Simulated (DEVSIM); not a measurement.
Structure: abrupt In0.53Ga0.47As p-n junction, at 300 K.

| layer (left to right) | material | thickness (μm) | Nd (cm⁻³) | Na (cm⁻³) | τn (s) | τp (s) |
|---|---|---|---|---|---|---|
| 1 | In0.53Ga0.47As | 1.80 | - | 1.1e16 | 3.5e-8 | 3.5e-8 |
| 2 | In0.53Ga0.47As | 5.00 | 1.8e16 | - | 3.5e-8 | 3.5e-8 |

Left contact: ohmic. Right contact: ohmic. Voltage is applied to the left contact. Recombination: SRH at mid-gap, radiative, Auger. Mobility is constant in doping.

Constants are typed, rounded textbook-type inputs, not results; the design itself was drawn at random and stands for no fabricated device. Values at 300 K.

| parameter | In0.53Ga0.47As |
|---|---|
| gap (eV) | 0.74 |
| affinity (eV) | 4.51 |
| permittivity | 13.9 |
| Nc (cm⁻³) | 2.1e17 |
| Nv (cm⁻³) | 7.7e18 |
| μn (cm²/Vs) | 12000 |
| μp (cm²/Vs) | 300 |
| B (cm³/s) | 9.6e-11 |
| Cn (cm⁶/s) | 5e-29 |
| Cp (cm⁶/s) | 5e-29 |

Model (solved in DEVSIM): 1D drift-diffusion, Boltzmann statistics, complete ionisation; no tunnelling, impact ionisation, image-force lowering or self-heating.

### Question
Tabulate band edges, carrier densities and field at -5.0 V on the left contact.

### Answer
Energies count from the Fermi level of the right contact; mesh points crowd at the junctions.

```tsv
x (μm)	Ec (eV)	Ev (eV)	n (cm⁻³)	p (cm⁻³)	field (V/cm)
0.000	5.571	4.831	5.4e7	1.1e16	≈ 0
0.02577	5.571	4.831	5.3e7	1.1e16	≈ 0
0.07842	5.571	4.831	5.1e7	1.1e16	≈ 0
0.1860	5.571	4.831	4.5e7	1.1e16	≈ 0
0.5219	5.571	4.831	2.9e7	1.1e16	≈ 0
1.036	5.568	4.828	4400000	9.9e15	-690
1.439	4.782	4.042	590000	5.3e7	-47000
1.676	3.270	2.530	610000	1.9e7	-81000
1.752	2.615	1.875	610000	1.4e7	-92000
1.789	2.264	1.524	620000	1.1e7	-97000
1.809	2.067	1.327	650000	1.1e7	-96000
1.864	1.574	0.834	810000	9800000	-83000
1.959	0.890	0.150	1300000	7800000	-61000
2.155	0.139	-0.601	9.6e14	150000	-16000
2.775	0.064	-0.676	1.8e16	4900000	≈ 0
3.844	0.064	-0.676	1.8e16	1.3e7	≈ 0
5.332	0.064	-0.676	1.8e16	2.4e7	≈ 0
6.103	0.064	-0.676	1.8e16	2.9e7	≈ 0
6.551	0.064	-0.676	1.8e16	3.2e7	≈ 0
6.692	0.064	-0.676	1.8e16	3.3e7	≈ 0
6.761	0.064	-0.676	1.8e16	3.3e7	≈ 0
6.800	0.064	-0.676	1.8e16	3.3e7	≈ 0
```
